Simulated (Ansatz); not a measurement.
## TiAl: response to strain

Base system: TiAl in the CsCl type structure (space group Pm-3m, No. 221; a = 3.158 Å; a cell from a computed database, its experimental status unchecked; relaxed with 0.1 eV smearing). Axes: x, y, z lie along the cube axes.

Strains are applied to the cell and any free atomic positions relax; under biaxial strain the out-of-plane vector relaxes too.

Computed with Ansatz (a program for electronic structure), PBEsol, PAW, cutoff 420 eV, without spin-orbit coupling.

Notes on the quantities. pressure: mean of the normal stresses, compression positive.

```tsv
change	pressure	shortest interatomic distance
base	0.0 GPa	2.735 Å
biaxial strain +0.39 %, plane normal [001], relaxed out of plane	0.5 GPa	2.731 Å
biaxial strain +4.85 %, plane normal [001], relaxed out of plane	0.1 GPa	2.750 Å
isotropic strain −2.11 %	8.5 GPa	2.677 Å
uniaxial strain ε_zz = +4.48 %	-4.7 GPa	2.776 Å
```

Whether these cells are dynamically stable was not tested. The final runs are not spin-polarised. An odd electron count without spin: TiAl. Under biaxial strain +0.39 %, plane normal [001], relaxed out of plane and biaxial strain +4.85 %, plane normal [001], relaxed out of plane the cell ends below the base's energy or with stress of the wrong sign: the atoms slid into a distortion or the cell is elastically unstable, so the base is not a stable minimum at this level. TiAl has a high density of states at the Fermi level and may be magnetic at this level.
